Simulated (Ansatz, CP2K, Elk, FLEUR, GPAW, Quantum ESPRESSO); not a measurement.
**Code comparison for BaMg₂Sb₂ (P-3m1, 5 atoms in the cell)**

Self-consistent single point.

```
Ba(MgSb)2
1.0
    4.79854     0.00000     0.00000
   -2.39927     4.15566     0.00000
    0.00000     0.00000     8.20590
Ba Mg Sb
1 2 2
Cartesian
  0.00000   0.00000   0.00000
  2.39927   1.38522   3.09083
  0.00000   2.77044   5.11507
  2.39927   1.38522   5.99449
  0.00000   2.77044   2.21141
```

All programs got the same cell, k-point mesh and kind of occupations (some realise fixed ones as a very narrow smearing) (in Ansatz's words: kpoints.mp_grid.grid = 6 6 3; scf.occupations.method = fixed); potentials, basis and cutoffs are each program's usual ones.

```tsv
code	model	pressure (GPa)	largest force (eV/Å)	gap on the mesh (eV)	k-points	cutoff
Quantum ESPRESSO	LDA (PZ), GBRV 1.5 ultrasoft (LDA) pseudopotentials	-2.44	0.063	0.821	17	40 Ry
Ansatz	LDA (PW92), PAW files made with PBE	-2.46	0.078	0.826	17	default
FLEUR	LDA (Vosko-Wilk-Nusair), all-electron FLAPW (FLEUR), scalar-relativistic valence	–	0.078	0.827	17	Kmax 4 1/bohr
GPAW	LDA (Perdew-Wang 92), GPAW PAW datasets LDA (gpaw-data 1.0.1)	-2.40	0.041	0.799	17	850 eV
CP2K	LDA (Pade form), GPW, DZVP-MOLOPT-SR-GTH basis, GTH-PADE potentials (GTH_POTENTIALS)	-1.56	0.323	0.983	56	grid 1000 Ry
Elk	LDA (PW92), all-electron FP-LAPW, Elk's shipped species files, APW+lo basis with extra local orbitals	–	0.063	0.826	17	rgkmax 8
```

Size of the force on each atom (eV/Å): Sizes of forces hide their directions.

```tsv
code	Ba1	Mg2	Mg3	Sb4	Sb5
Quantum ESPRESSO	0.000	0.022	0.022	0.063	0.063
Ansatz	0.000	0.023	0.023	0.078	0.078
FLEUR	0.000	0.024	0.024	0.078	0.078
GPAW	0.000	0.022	0.022	0.041	0.041
CP2K	0.000	0.323	0.323	0.118	0.118
Elk	0.000	0.023	0.023	0.063	0.063
```

A dash marks a value that a program does not give, or that is left out as unsure.

Gaps are read on the mesh.

The spread over the programs that give each value: pressure within 0.90 GPa; largest force within 0.282 eV/Å; gap on the mesh within 0.184 eV.

The starting cell comes from a database of computed structures (which also holds hypothetical and non-ambient phases and stackings), without a prior relaxation at this level. On Ansatz's run: Spin-orbit coupling is off.

**Question.** Why do the programs differ, and what cannot be compared?

**Answer.** Differences of this kind can come from the potentials, where these differ, and from what each basis and cutoff leave unconverged. The valence holds different numbers of electrons (Quantum ESPRESSO 60, Ansatz (a quantum-chemistry and plane-wave program) 60, FLEUR 60, GPAW 60, CP2K 40). The zero of total energies and Fermi levels follows the potentials and each program's conventions, so they are not compared here. CP2K uses small atom-centred bases, whose incompleteness enters pressures, forces and empty levels differently from a plane-wave cutoff. FLEUR and Elk treat all electrons, but the usual bases taken here (sphere radii, linearisation, local orbitals, empty states) were not tested for convergence, so the values are no reference for the others. Ansatz's pressure is given at a fixed set of plane waves, as the other plane-wave codes print theirs. The same LDA comes in different parametrisations, which differ slightly. The programs reduce the same mesh by symmetry to different extents, which changes the work and not the result. In the gap, CP2K (by 0.161) lies more than 0.12 eV from the median of the plane-wave programs. In the force vectors, CP2K (by 0.301) lies more than 0.08 eV/Å from the median of the plane-wave programs.

Left out of this page: ABINIT (with a known weakness of the program).

Keys are those of Ansatz 0.2.
